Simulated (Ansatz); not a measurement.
```yaml
crystal:
  lattice:
    - [4.66569, 0.00000, 0.00000]
    - [0.00000, 4.72236, 0.00000]
    - [0.00000, 0.00000, 3.19034]
  atoms:
    - { symbol: Sn, position: [0.00000, 0.00000, 0.00000] }
    - { symbol: Sn, position: [0.50000, 0.50000, 0.50000] }
    - { symbol: O, position: [0.30374, 0.30813, 0.00000] }
    - { symbol: O, position: [0.80374, 0.19187, 0.50000] }
    - { symbol: O, position: [0.19626, 0.80813, 0.50000] }
    - { symbol: O, position: [0.69626, 0.69187, 0.00000] }
```

No spin polarisation.

Computed with plane-wave PAW DFT at the LDA level (Ansatz, a program for electronic structure, 420 eV), no spin-orbit coupling. Γ-centred 7×7×10 mesh, Fermi–Dirac width 0.05 eV.

Task: Predict the stress, hole mass and valence-band top at Γ.

Result: The stress (xx, yy, zz, yz, xz, xy; compression positive) is (3.04, 2.26, 1.92, 0.00, 0.00, 0.00) GPa and the hole mass comes out as 1.4 mₑ along x, 1.1 mₑ along y, 1.6 mₑ along z (at Γ). The valence-band top at Γ (three highest levels, from the VBM) is 0.00, -0.77, -0.83 eV.

The levels and masses belong to the bands next to the band gap. The cells carry an imposed strain or load. Masses are band curvatures over ±0.01 Å⁻¹ around the edge. Stability against distortions was not tested. The cell was made from SnO₂ in the rutile structure (space group P4_2/mnm, No. 136) by this change: uniaxial strain ε_xx = −1.20 %.
